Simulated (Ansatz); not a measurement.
Start from CsHS (space group I4/m, No. 87; a cell from a computed database, its experimental status unchecked).

```
CsHS
1.0
   -4.14536     4.14536     4.58840
    4.14536    -4.14536     4.58840
    4.14536     4.14536    -4.58840
Cs H S
4 4 4
Direct
  0.25000   0.75000   0.50000
  0.75000   0.25000   0.50000
  0.26807   0.26807   0.00000
  0.73193   0.73193   0.00000
  0.08590   0.24031   0.32621
  0.91410   0.75969   0.67379
  0.24031   0.91410   0.15441
  0.75969   0.08590   0.84559
  0.24088   0.75086   0.99173
  0.75912   0.24914   0.00827
  0.75086   0.75912   0.50998
  0.24914   0.24088   0.49002
```

Cartesian axes are those of the cell as printed.

Level of theory: Ansatz (a quantum-chemistry and plane-wave program), r2SCAN, PAW, cutoff 500 eV, scalar-relativistic without spin-orbit coupling.

Strains are applied to the cell and any free atomic positions relax; under biaxial strain the out-of-plane vector relaxes too.

One change was made to it. Results:

```csv
quantity,base,after
gap character,direct at Γ,direct at Γ
band gap,3.90 eV,3.82 eV
electron mass,"1.7 mₑ along c, 0.45 mₑ across (at Γ)","1.8 mₑ along c, 0.43 mₑ across (at Γ)"
```

Problem. Name the change that was made.
(A) isotropic strain −2.03 %
(B) biaxial strain −1.03 %, plane normal [001], relaxed out of plane
(C) biaxial strain −4.98 %, plane normal [001], relaxed out of plane
(D) isotropic strain +0.77 %

Solution. A, isotropic strain −2.03 %. For comparison, the band gap in the other runs: isotropic strain +0.77 % gives 3.92 eV; biaxial strain −1.03 %, plane normal [001], relaxed out of plane gives 3.92 eV; biaxial strain −4.98 %, plane normal [001], relaxed out of plane gives 3.93 eV.

Effective masses come from finite differences of ±0.01 Å⁻¹. Whether these cells are dynamically stable was not tested.
